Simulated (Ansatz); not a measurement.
The parent structure is RhGe (space group Pnma, No. 62; a = 5.6591 Å, b = 3.2609 Å, c = 6.4331 Å). Axes: x, y, z lie along a, b, c of the conventional cell.

Calculations: PBEsol, PAW, 420 eV (Ansatz, an electronic-structure program; no spin-orbit coupling), earlier PAW set.

Base values:

| Item | Result |
|---|---|
| Pressure | 0.0 GPa |
| Shortest interatomic distance | 2.462 Å |

It is then changed as follows: compressive biaxial strain of 1.37 % in the plane normal to [001], as in epitaxy on a mismatched substrate; the out-of-plane cell vector and the atoms relax.

Problem. How does this affect the pressure?

Solution. The pressure (mean of the normal stresses, compression positive) goes from zero to 2.1 GPa.

Problem. Estimate the effect on the shortest interatomic distance.

Solution. The shortest interatomic distance falls by 0.011 Å to 2.451 Å.

Without a gap, meshes like the base's 8×14×7 leave anisotropic stresses uncertain by several tenths of a GPa, and small strain energies with them. No phonon test of stability was made. The final runs are not spin-polarised.
